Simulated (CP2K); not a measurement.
# A self-consistent single point of Nb3Te (Pm-3n, 8 atoms in the cell) with CP2K

Computed with LDA (Pade form), GPW, DZVP-MOLOPT-SR-GTH basis, GTH-PADE potentials (GTH_POTENTIALS) run with CP2K.

Input:

```
&GLOBAL
  PROJECT bulk
  RUN_TYPE ENERGY_FORCE
  PRINT_LEVEL MEDIUM
&END GLOBAL
&FORCE_EVAL
  METHOD Quickstep
  STRESS_TENSOR ANALYTICAL
  &DFT
    BASIS_SET_FILE_NAME BASIS_MOLOPT
    POTENTIAL_FILE_NAME GTH_POTENTIALS
    &QS
      METHOD GPW
      EPS_DEFAULT 1E-11
    &END QS
    &MGRID
      CUTOFF 500
      REL_CUTOFF 50
      NGRIDS 5
    &END MGRID
    &SCF
      SCF_GUESS ATOMIC
      EPS_SCF 1E-7
      MAX_SCF 100
      ADDED_MOS 15
      &DIAGONALIZATION
        ALGORITHM STANDARD
      &END DIAGONALIZATION
      &MIXING
        METHOD BROYDEN_MIXING
        ALPHA 0.3
        NBUFFER 8
        BETA 1.5
      &END MIXING
      &SMEAR ON
        METHOD METHFESSEL_PAXTON
        SIGMA [eV] 0.05
      &END SMEAR
    &END SCF
    &KPOINTS
      SCHEME MONKHORST-PACK 4 4 4
    &END KPOINTS
    &XC
      &XC_FUNCTIONAL PADE
      &END XC_FUNCTIONAL
    &END XC
    &PRINT
      &MO
        EIGENVALUES T
        OCCUPATION_NUMBERS T
        NDIGITS 8
        FILENAME mo
        &EACH
          QS_SCF 0
        &END EACH
        ADD_LAST NUMERIC
      &END MO
      &MULLIKEN ON
      &END MULLIKEN
    &END PRINT
  &END DFT
  &SUBSYS
    &CELL
      ABC 5.29101000 5.29101000 5.29101000
      ALPHA_BETA_GAMMA 90.00000000 90.00000000 90.00000000
      PERIODIC XYZ
    &END CELL
    &COORD
      Nb       2.64550500     3.96825750     0.00000000
      Nb       2.64550500     1.32275250     0.00000000
      Nb       3.96825750     0.00000000     2.64550500
      Nb       1.32275250     0.00000000     2.64550500
      Nb       0.00000000     2.64550500     3.96825750
      Nb       0.00000000     2.64550500     1.32275250
      Te       2.64550500     2.64550500     2.64550500
      Te       0.00000000     0.00000000     0.00000000
    &END COORD
    &KIND Nb
      BASIS_SET DZVP-MOLOPT-SR-GTH-q13
      POTENTIAL GTH-PADE-q13
    &END KIND
    &KIND Te
      BASIS_SET DZVP-MOLOPT-SR-GTH-q6
      POTENTIAL GTH-PADE-q6
    &END KIND
  &END SUBSYS
  &PRINT
    &FORCES ON
    &END FORCES
    &STRESS_TENSOR ON
    &END STRESS_TENSOR
  &END PRINT
&END FORCE_EVAL
```

Log, with long lists cut:

```
 GLOBAL| Method name                                                        CP2K
 GLOBAL| Project name                                                       bulk
 GLOBAL| Run type                                                   ENERGY_FORCE

 CELL| Volume [angstrom^3]:                                           148.120697
 CELL| Vector a [angstrom]:       5.291     0.000     0.000   |a| =     5.291010
 CELL| Vector b [angstrom]:       0.000     5.291     0.000   |b| =     5.291010
 CELL| Vector c [angstrom]:       0.000     0.000     5.291   |c| =     5.291010
 CELL| Angle (b,c), alpha [degree]:                                    90.000000
 CELL| Angle (a,c), beta  [degree]:                                    90.000000
 CELL| Angle (a,b), gamma [degree]:                                    90.000000
 CELL| Numerically orthorhombic:                                             YES
 CELL| Periodicity                                                           XYZ

 DFT| Spin restricted Kohn-Sham (RKS) calculation                            RKS
 DFT| Multiplicity                                                             1
 DFT| Number of spin states                                                    1
 DFT| Charge                                                                   0
 DFT| XC density smoothing                                                  NONE
 DFT| XC derivatives                                                          PW

 QS| Method:                                                                 GPW
 QS| Density plane wave grid type                        NON-SPHERICAL FULLSPACE
 QS| Number of grid levels:                                                    5
 QS| Density cutoff [a.u.]:                                                250.0
 QS| Multi grid cutoff [a.u.]: 1) grid level                               250.0
   [... lines left out ...]
 BRILLOUIN| Wavefunction type                                            COMPLEX
 BRILLOUIN| List of Kpoints [2 Pi/Bohr]                                       32
 BRILLOUIN| Number           Weight            X              Y              Z
 BRILLOUIN|     1           0.03125       -0.37500       -0.37500       -0.37500
 BRILLOUIN|     2           0.03125       -0.37500       -0.37500       -0.12500
 BRILLOUIN|     3           0.03125       -0.37500       -0.37500        0.12500
   [... 29 lines left out ...]
 *******************************************************************************

 Extrapolation method: initial_guess

 Re-scaling the density matrix to get the right number of electrons
                  # Electrons              Trace(P)               Scaling factor
                           90                90.000                        1.000

 Number of electrons:                                                         90
 Number of occupied orbitals:                                                 45
 Number of molecular orbitals:                                                60

 Number of orbital functions:                                                182
 Number of independent orbital functions:                                    182
 SCF WAVEFUNCTION OPTIMIZATION

  Step     Update method      Time    Convergence         Total energy    Change
     1 NoMix/Diag. 0.30E+00      -     0.95265759      -360.7917372057 -3.61E+02
     2 Broy./Diag. 0.30E+00      -     0.03210974      -364.5065140422 -3.71E+00
     3 Broy./Diag. 0.30E+00      -     0.10715709      -361.7406586384  2.77E+00
     4 Broy./Diag. 0.30E+00      -     0.01698335      -359.1553513974  2.59E+00
     5 Broy./Diag. 0.30E+00      -     0.01959005      -359.2201406898 -6.48E-02
     6 Broy./Diag. 0.30E+00      -     0.00272080      -359.1584231929  6.17E-02
     7 Broy./Diag. 0.30E+00      -     0.00171265      -359.1326707040  2.58E-02
   [... 4 lines left out ...]
    12 Broy./Diag. 0.30E+00      -     0.00000235      -359.1178335532 -3.16E-05
    13 Broy./Diag. 0.30E+00      -     0.00000174      -359.1178725757 -3.90E-05
    14 Broy./Diag. 0.30E+00      -     0.00000013      -359.1178777169 -5.14E-06
    15 Broy./Diag. 0.30E+00      -     0.00000018      -359.1178743132  3.40E-06
    16 Broy./Diag. 0.30E+00      -     0.00000006      -359.1178733862  9.27E-07
  *** SCF run converged in    16 steps ***

  Electronic density on regular grids:        -89.9999999996        0.0000000004
  Core density on regular grids:               89.9999999991       -0.0000000009
  Total charge density on r-space grids:       -0.0000000005
  Total charge density g-space grids:          -0.0000000005

  Overlap energy of the core charge distribution:               0.00000000001378
  Self energy of the core charge distribution:               -657.15821492366922
  Core Hamiltonian energy:                                    151.20255049549809
  Hartree energy:                                             191.77847326230071
  Exchange-correlation energy:                                -44.94065528557587
  Smearing free energy correction:                             -0.00002693482786
  Fermi energy:                                                 0.50305966102249

  Total energy:                                              -359.11787338620212

                     Mulliken Population Analysis

 #  Atom  Element  Kind  Atomic population                           Net charge
       1     Nb       1         13.032713                             -0.032713
       2     Nb       1         13.032713                             -0.032713
       3     Nb       1         13.032713                             -0.032713
       4     Nb       1         13.032713                             -0.032713
       5     Nb       1         13.032713                             -0.032713
       6     Nb       1         13.032713                             -0.032713
       7     Te       2          5.901861                              0.098139
       8     Te       2          5.901861                              0.098139
 # Total charge                             90.000000                  0.000000

 ENERGY| Total FORCE_EVAL ( QS ) energy [hartree]           -359.117873335498075

 FORCES| Atomic forces [hartree/bohr]
 FORCES|   Atom     x               y               z               |f|
 FORCES|      1 -5.46912693E-09 -5.17295476E-08 -8.75663184E-10   5.20252268E-08
 FORCES|      2 -4.79431420E-09  5.10852706E-08 -1.46492741E-11   5.13097508E-08
 FORCES|      3 -3.63453616E-08 -2.07591513E-09  3.72960882E-10   3.64065081E-08
 FORCES|      4  3.99858950E-08 -1.40166083E-09 -4.87718859E-10   4.00134267E-08
 FORCES|      5  3.86820719E-09  1.28943823E-09 -3.67299783E-08   3.69556083E-08
 FORCES|      6  4.64970632E-09  5.08591298E-10  3.68766845E-08   3.71721441E-08
 FORCES|      7 -2.79763834E-09  4.12901644E-09  1.17486890E-09   5.12404860E-09
 FORCES|      8  8.97663562E-10 -1.81040424E-09 -3.21823630E-10   2.04619985E-09
 FORCES| Sum    -4.96907166E-12 -5.21125439E-12 -5.31897875E-12
 FORCES| Total atomic force                                       8.95211597E-12

 STRESS| Analytical stress tensor [bar]
 STRESS|                        x                   y                   z
 STRESS|      x       -1.09423191774E+05  -5.15470120353E-05  -4.19996656444E-03
 STRESS|      y       -5.15470120353E-05  -1.09423132046E+05  -4.19998156581E-03
 STRESS|      z       -4.19996656444E-03  -4.19998156581E-03  -1.09423172297E+05
 STRESS| 1/3 Trace                                            -1.09423165372E+05
```

The run converged in 16 iterations.

The starting cell comes from a database of computed structures (which also holds hypothetical and non-ambient phases and stackings), without a prior relaxation at this level. Spin polarisation is off. Values carry the incompleteness of an atom-centred basis. With a pressure of about -11 GPa the cell is away from its equilibrium volume at this level.

Cost on one core of a shared machine: roughly 3 min.
